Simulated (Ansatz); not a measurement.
Start from SiC (space group P6_3mc, No. 186; a = 3.0778 Å, c = 10.0773 Å). Axes: x lies along a and z along c of the hexagonal cell.

Level of theory: Ansatz (a first-principles code), r2SCAN, PAW, cutoff 500 eV, no SOC, earlier PAW set.

Perturbation: uniaxial stress, 8 GPa compression along x; all other stress components relax to zero.

### Question
What does the calculation give for the strain response and energy relative to the base after the change?

### Answer
The strain response (xx, yy, zz) comes out as (−1.54, +0.31, +0.11) %; the energy goes up by 3.9 meV/atom.

Beyond what the load breaks, stability against distortions was not tested.
